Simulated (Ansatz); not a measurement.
Consider Au in the fcc (Cu type) structure (space group Fm-3m, No. 225; a = 4.0830 Å; relaxed with 0.1 eV smearing). Axes: x, y, z lie along the cube axes.

Computed with PBEsol (Ansatz, a program for electronic structure), spin-orbit coupling left out.

Before the change:

* **Volume per atom**: 17.02 Å³
* **Pressure**: 0.0 GPa

Now apply this change: biaxial strain −0.42 %, plane normal [111], relaxed out of plane (Cartesian); in-plane vectors clamped, the third vector and the atoms free.

Question: Predict the new volume per atom.

Answer: The volume per atom decreases by 0.05 Å³ to 16.97 Å³.

Question: Predict the new energy relative to the base.

Answer: The energy goes up by 0.4 meV/atom.

Question: What happens to the pressure?

Answer: The pressure (mean of the normal stresses, compression positive) goes from zero to 0.5 GPa.

Whether these cells are dynamically stable was not tested.
